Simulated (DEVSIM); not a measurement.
Structure: CdS/CdTe n-p heterojunction, at 300 K.

```csv
layer (left to right),material,thickness (μm),Nd (cm⁻³),Na (cm⁻³),τn (s),τp (s)
1,CdS,0.500,6.4e15,-,3e-10,3e-10
2,CdTe,4.50,-,6.2e17,3e-10,3e-10
```

Left contact: ohmic. Right contact: ohmic. Voltage is applied to the left contact. Recombination: SRH at mid-gap. Mobility is constant in doping.

Constants are typed, rounded textbook-type inputs, not results; the design itself was drawn at random and stands for no fabricated device. Values at 300 K.

```csv
parameter,CdS,CdTe
gap (eV),2.4,1.5
affinity (eV),4.3,4.28
permittivity,9,10.2
Nc (cm⁻³),2.2e18,8e17
Nv (cm⁻³),1.8e19,1.8e19
μn (cm²/Vs),300,1000
μp (cm²/Vs),25,80
```

Simulated with DEVSIM: 1D drift-diffusion, Boltzmann statistics, complete ionisation; no tunnelling, impact ionisation, image-force lowering or self-heating. Band offsets follow the typed affinities; no thermionic-emission limit at abrupt steps, no polarisation charge.

**Question.** Tabulate band edges, carrier densities and field at -1.1 V on the left contact.

**Answer.** Energies count from the Fermi level of the right contact; mesh points crowd at the junctions.

```
x (μm)    Ec (eV)  Ev (eV)  n (cm⁻³)  p (cm⁻³)  field (V/cm)
--------  -------  -------  --------  --------  ------------
0.000       1.251   -1.149    6.4e15     < 1e2           ≈ 0
0.006916    1.251   -1.149    6.4e15     < 1e2           ≈ 0
0.02248     1.251   -1.149    6.4e15     < 1e2           ≈ 0
0.06114     1.251   -1.149    6.4e15     < 1e2           ≈ 0
0.2059      1.251   -1.149    6.3e15     < 1e2            98
0.3758      1.268   -1.132    3.3e15     < 1e2          3500
0.4514      1.319   -1.081    4.6e14     < 1e2         11000
0.4881      1.367   -1.033    7.3e13     < 1e2         15000
0.4977      1.382   -1.018    4.0e13       140         16000
0.5030      1.409   -0.091    5.1e12    5.3e17          8100
0.5144      1.413   -0.087    4.4e12    6.1e17           820
0.5578      1.413   -0.087    4.1e12    6.2e17           ≈ 0
0.6486      1.413   -0.087    3.7e12    6.2e17           ≈ 0
0.8561      1.413   -0.087    2.9e12    6.2e17           ≈ 0
1.671       1.413   -0.087    1.2e12    6.2e17           ≈ 0
3.239       1.413   -0.087    1.9e11    6.2e17           ≈ 0
4.284       1.413   -0.087    4.8e10    6.2e17           ≈ 0
4.711       1.413   -0.087    1.8e10    6.2e17           ≈ 0
4.915       1.413   -0.087     5.2e9    6.2e17           ≈ 0
4.966       1.413   -0.087     2.0e9    6.2e17           ≈ 0
4.989       1.413   -0.087     6.5e8    6.2e17           ≈ 0
5.000       1.413   -0.087     < 1e2    6.2e17           ≈ 0
```
